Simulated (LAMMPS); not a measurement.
MD from the melt across the composition of Cu (fcc) with a share x of Cu sites Pd; each row has its own temperature.

Method: classical MD, pair style eam, the elements' _u3.eam files (universal-3 set of Foiles, Baskes and Daw); code LAMMPS.

| x | volume | state | enthalpy | self-diffusion coefficient of Cu (not corrected for cell size) | T (K) |
|---|---|---|---|---|---|
| 0.25 | 14.110 ± 0.002 Å³/atom | liquid | -3.2000 ± 0.0003 eV/atom | (3.20 ± 0.08) × 10^-5 cm²/s | 1400 |
| 0.5 | 14.852 ± 0.001 Å³/atom | liquid | -3.2903 ± 0.0005 eV/atom | (3.82 ± 0.06) × 10^-5 cm²/s | 1510 |
| 0.75 | 15.584 ± 0.002 Å³/atom | liquid | -3.3183 ± 0.0005 eV/atom | (4.0 ± 0.1) × 10^-5 cm²/s | 1620 |

Caution: a run this short can hold a crystal over, or a liquid under, the potential's own melting point, which these runs don't give.

States go by the mean squared displacement: a species diffuses where it passes 1.5 Å², still rises and gives D over 1e-6 cm²/s; a crystal has left its structure where atoms lie 0.35 Å off their sites on average or a cubic box changes its shape by 3 %, or the axial ratios of another lie 8 % off the starting cell's, which the potential's own relaxation can also do.

Errors of D are the spread over four groups of atoms in one short run; a floor of about 5 %, a picked value, is safer.

Errors shown are sampling errors alone.
